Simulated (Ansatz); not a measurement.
A hypothetical phase is included: elements placed on a structure type, which no database files for this compound.

By r2SCAN, the system below comes out a metal.

Without scattering a metal conducts by its projected Fermi surface.

Data:

```xyz
1
Lattice="2.2860 0.0000 0.0000 0.0000 2.2860 0.0000 1.1430 -1.1430 1.1430" Properties=species:S:1:pos:R:3 pbc="T T T"
B      0.0000     0.0000     0.0000
```

The cell was relaxed by PBE-D3(BJ); by r2SCAN it stands under a pressure of 2.6 GPa.

The current flows along the normal of the first two printed cell vectors, the (001) plane of the conventional cell. No spin-orbit coupling; the value is a mean over 0.1 eV about the Fermi level.

Question: Estimate the ballistic conductance per area that r2SCAN (Ansatz, a first-principles code) returns for this system.

Answer: 2.3 × 10¹⁵ S/m² for both spins.
